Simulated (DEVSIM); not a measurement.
Device: In0.53Ga0.47As n-p junction from an implanted or diffused profile, at 300 K.

```
layer (left to right)        material  thickness (μm)  Na (cm⁻³)  τn (s)  τp (s)
---------------------  --------------  --------------  ---------  ------  ------
1                      In0.53Ga0.47As            17.0     1.4e15  1.1e-8  1.1e-8
```

Added donor profile: 4.4e16 cm⁻³ × exp(−(x − 0 μm)²/(2·(0.031 μm)²)). Left contact: ohmic. Right contact: ohmic. Voltage is applied to the left contact. Recombination: SRH at mid-gap. Mobility is μmin + (μ − μmin)/(1 + (N/Nref)^α).

The device is made up for the run: typed textbook-type constants, with dimensions and the other settings drawn at random. Values at 300 K; Nc and Nv go as T^1.5, mobilities as T to minus their exponent, the gap by Varshni's rule with the affinity fixed.

```
parameter         In0.53Ga0.47As
----------------  --------------
gap (eV)                    0.74
affinity (eV)               4.51
permittivity                13.9
Nc (cm⁻³)                 2.1e17
Nv (cm⁻³)                 7.7e18
μn (cm²/Vs)                12000
μp (cm²/Vs)                  300
μn,min                       300
μp,min                        10
Nref,n                    1.3e17
Nref,p                    4.9e17
αn                          0.48
αp                           0.4
T exponent of μn             1.6
T exponent of μp             1.6
Varshni α (eV/K)         0.00035
Varshni β (K)                190
```

Model (solved in DEVSIM): 1D drift-diffusion, Boltzmann statistics, complete ionisation; no tunnelling, impact ionisation, image-force lowering or self-heating.

The temperature was swept, all else fixed.

```csv
temperature (K),dark forward voltage at 100 A/cm² (V),potential step across the device at zero bias (V)
250,0.634,0.546
300,0.600,0.476
350,0.568,0.403
400,0.533,0.328
450,0.465,0.252
500,0.280,0.186
```

From the first row to the last the dark forward voltage at 100 A/cm² goes from 0.634 to 0.280. From the first row to the last the potential step across the device at zero bias goes from 0.546 to 0.186.
